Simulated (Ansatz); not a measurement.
Worked example: self-consistent single point of AlNi (Cmmm, 2 atoms in the cell) in Ansatz (a quantum-chemistry and plane-wave program).

Computed with PBEsol, PAW files made with PBE (plane waves; Ansatz).

```yaml
crystal:
  lattice:
    - [1.97689, -1.99167, 0.00000]
    - [1.97689, 1.99167, 0.00000]
    - [0.00000, 0.00000, 3.16049]
  atoms:
    - { symbol: Al, position: [0.00000, 0.00000, 0.00000] }
    - { symbol: Ni, position: [0.50000, 0.50000, 0.50000] }
```

Reference input (self-consistent single point, DFT, LDA (PW92), plane waves, PAW files made with PBE): kpoints.mp_grid.grid = 15 15 14; hamiltonian.xc = lda; hamiltonian.pseudopotentials = {kind: paw} (an earlier, softer set of the program's PAW files); scf.occupations.method = fermi_dirac; scf.occupations.width = 0.0037 Ry. This run's input differs from it in these lines:

Ansatz 0.2 input:
```diff
@@ -13,3 +13,3 @@
 hamiltonian:
-  xc: lda
+  xc: pbesol
   pseudopotentials:
```

The program printed (abridged):

```
SCF iter   1: F=—  HF=-6331.202058 eV  |F-HF|=—  |Δ(HF+E_count)|=         —  Δρ=8.83e-2  dr2=1.91e0  ethr=3.10e-3  ⟨swp⟩=4.1  Hψ=34399  notcnv=0
all-band conjugate gradients solve this SCF's bands
preconditioner: auto → none
SCF iter   2: F=—  HF=-6331.027720 eV  |F-HF|=—  |Δ(HF+E_count)|=   1.74e-1  Δρ=6.28e-2  dr2=1.07e0  ethr=3.10e-3  ⟨swp⟩=2.0  Hψ=13888  notcnv=0  defer=95
   [... lines left out ...]
SCF iter   6: F=—  HF=-6330.796423 eV  |F-HF|=—  |Δ(HF+E_count)|=   7.66e-6  Δρ=1.36e-4  dr2=2.83e-6  ethr=1.84e-7  ⟨swp⟩=2.3  Hψ=11606  notcnv=0  defer=75
SCF iter   7: F=-6330.796423 eV  HF=-6330.796423 eV  |F-HF|=1.11e-7  |Δ(HF+E_count)|=   3.20e-7  Δρ=2.19e-5  dr2=9.89e-8  ethr=4.76e-10  ⟨swp⟩=4.0  Hψ=31121  notcnv=0
the search or the solves at the SCF's close seem to have found levels that the self-consistency loop had missed (the run counts 1) …
SCF 1 converged in 7 iterations: F = -6330.796423 eV  dr2 = 9.89e-8
Free energy (F): -6330.796423 eV
Internal energy: -6330.788438 eV  (E = F + TS)
E sigma→0 (E₀):  -6330.792430 eV
Entropy (-TS):   -0.007985 eV (-3.992 meV/atom)
Fermi energy:    13.073376 eV
--- Forces (eV/Å), atoms counted from 1 ---
  atom   1  Al     0.00000000     0.00000000     0.00000000
  atom   2  Ni     0.00000000     0.00000000     0.00000000
--- Stress (GPa, compression-positive) ---
       -5.922573      -0.000000       0.000000
       -0.000000      -7.289271      -0.000000
        0.000000      -0.000000     -12.602001
  P = ⅓ Tr σ = -8.6046 GPa (-86.046 kbar)
  The stress holds the Pulay correction. Without it, at fixed plane waves, as pw.x and ABINIT print it: P = -8.6440 GPa
```

The run converged in 7 iterations. Against the reference run the pressure goes from -13.41 to -8.60 GPa.

The starting cell comes from a database of computed structures (which also holds hypothetical and non-ambient phases and stackings), without a prior relaxation at this level. Its lattice was rescaled by a random factor within 2.5 % of one. Spin polarisation is off. With a pressure of about -9 GPa the cell is away from its equilibrium volume at this level. Ansatz's pressure includes its estimate of the finite-basis (Pulay) stress.
